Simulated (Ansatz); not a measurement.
A computed series for CuBiSeO: carrier doping

Base system: CuBiSeO (space group P4/nmm, No. 129; a = 3.896 Å, c = 8.895 Å; a cell from a computed database, its experimental status unchecked).

Carriers are added at fixed cell with a uniform background; the Fermi–Dirac width is that of 300 K.

Calculations: PBEsol/PAW in Ansatz (a program for electronic structure), no SOC.

Notes on the quantities. Fermi level from band edge: Fermi level relative to the doped band's edge (positive inside the band; to 0.05 eV).

```csv
case,gap between the host's bands,Fermi level from band edge,largest internal atomic displacement,gap character
undoped,0.28 eV,–,–,"indirect, k = (0.167, 0.167, 0) in the run's primitive reciprocal basis → Z"
electrons 2.0×10^21 cm⁻³,0.30 eV,+0.65 eV,–,"indirect, k = (0.167, 0.167, 0) in the run's primitive reciprocal basis → Z"
electrons 5.0×10^21 cm⁻³,0.33 eV,+0.95 eV,0.012 Å,"indirect, k = (0.167, 0.167, 0) in the run's primitive reciprocal basis → Z"
electrons 7.0×10^21 cm⁻³,0.36 eV,+1.00 eV,0.019 Å,"indirect, k = (0.167, 0.167, 0) in the run's primitive reciprocal basis → Z"
electrons 1.0×10^22 cm⁻³,0.42 eV,+1.10 eV,0.025 Å,"indirect, k = (0.167, 0.167, 0) in the run's primitive reciprocal basis → Z"
holes 2.0×10^21 cm⁻³,0.36 eV,+0.10 eV,0.023 Å,"indirect, k = (0.167, 0.167, 0) in the run's primitive reciprocal basis → Z"
holes 5.0×10^21 cm⁻³,0.48 eV,+0.20 eV,0.055 Å,"indirect, Z–R (43 % along) → Z"
holes 7.0×10^21 cm⁻³,0.54 eV,+0.30 eV,0.076 Å,"indirect, k = (0, 0.167, -1/2) in the run's primitive reciprocal basis → Z"
holes 1.0×10^22 cm⁻³,0.67 eV,+0.50 eV,0.098 Å,direct at Z
```

Charged cell with a jellium background: band edges are those of the host's band count, energies are not comparable with the neutral cell, and many-body gap narrowing is missing. With Bi present, leaving out spin-orbit coupling can change the band edges. Stability against distortions was not tested. No Hubbard U is applied. All final runs are without spin polarisation. A zero or small gap of CuBiSeO can be the functional's error rather than a property of the material.
